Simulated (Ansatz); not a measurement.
The reference is TiSi2 (space group Cmcm, No. 63; a = 3.546 Å, b = 13.565 Å, c = 3.580 Å). Axes: x, y, z lie along a, b, c of the conventional cell.

Method: PBE/PAW in Ansatz (a first-principles code), no SOC, earlier PAW set.

For the base:

- Volume per atom: 14.35 Å³
- Band gap: zero

Perturbation: uniaxial stress, 5 GPa compression along x, with the cell and atoms free to relax against it.

### Question
What does the calculation give for the energy relative to the base, volume per atom and band gap after the change?

### Answer
The energy grows by 4.8 meV/atom; the volume per atom drops by 0.15 Å³ to 14.20 Å³; the band gap remains zero.

Without a gap, meshes like the base's 14×14×13 leave anisotropic stresses uncertain by several tenths of a GPa, and small strain energies with them. Load acts through the strain it causes; cell and atoms are relaxed under it. Stability under load was not tested beyond the relaxation. All final runs are without spin polarisation.
